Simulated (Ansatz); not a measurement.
The starting structures come from a database of crystals and need not be the phases stable at ambient conditions.

 Where the default PAW files enter, the runs use the earlier of Ansatz's two default sets.

**Evanescent states of CdBr₂ (P6_3mc, not sure to be the ambient phase, 6 atoms a cell, 29.0 Å³ an atom) along the normal of (001)**

Method: r2SCAN (plane waves, PAW; Ansatz, a quantum-chemistry and plane-wave program).

The gap is the functional's own. No spin-orbit coupling. Mid-gap values are interpolated on the energy grid.

Energies count from the valence-band top; κ is the least over a 12×12 mesh across the current.

| E (eV) | κ (1/Å) | where |
|---|---|---|
| 0.09 | 0.125 | Γ |
| 0.26 | 0.163 | Γ |
| 0.42 | 0.189 | Γ |
| 0.59 | 0.209 | Γ |
| 0.77 | 0.224 | Γ |
| 0.94 | [?] | Γ |
| 1.10 | [?] | Γ |
| 1.27 | [?] | Γ |
| 1.45 | [?] | Γ |
| 1.61 | [?] | Γ |
| 1.78 | [?] | Γ |
| 1.96 | [?] | Γ |
| 2.12 | [?] | Γ |
| 2.29 | [?] | Γ |
| 2.46 | [?] | Γ |
| 2.63 | 0.215 | Γ |
| 2.81 | 0.198 | Γ |
| 2.98 | 0.175 | Γ |
| 3.15 | 0.144 | Γ |
| 3.31 | 0.096 | Γ |

Fill in the missing entries.


- 0.94, κ (1/Å): 0.236
- 1.10, κ (1/Å): 0.245
- 1.27, κ (1/Å): 0.251
- 1.45, κ (1/Å): 0.254
- 1.61, κ (1/Å): 0.256
- 1.78, κ (1/Å): 0.255
- 1.96, κ (1/Å): 0.252
- 2.12, κ (1/Å): 0.247
- 2.29, κ (1/Å): 0.239
- 2.46, κ (1/Å): 0.229
